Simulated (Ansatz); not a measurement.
The reference is InSb in the zinc blende structure (space group F-43m, No. 216).

Space group F-43m (No. 216); a = 6.635 Å, b = 6.635 Å, c = 6.635 Å, α = 90.00°, β = 90.00°, γ = 90.00°

```tsv
atom	site	symmetry	x	y	z
Sb	4c	-43m	0.2500	0.2500	0.2500
In	4a	-43m	0.0000	0.0000	0.0000
```
(The calculation used a cell of 2 atoms; values per cell refer to that cell.)

Method: Ansatz (a first-principles code) PBE, scalar-relativistic without spin-orbit coupling, earlier PAW set.

Base values:

The lattice parameter a is 6.635 Å and the band gap comes out as zero.

It is then changed as follows: Al takes the place of Sb on all its sites; the structure is relaxed again.

Problem. What does the calculation give for the lattice parameter a after the change?

Solution. The lattice parameter a decreases by 0.284 Å, from 6.635 Å to 6.351 Å.

Problem. Estimate the effect on the band gap.

Solution. The band gap remains zero.

With Sb present, leaving out spin-orbit coupling can change the band edges. No phonon test of stability was made. As relaxed here, AlIn is a hypothetical phase, not in the database extracts checked. The final runs are not spin-polarised. A zero or small gap of InSb can be the functional's error rather than a property of the material.
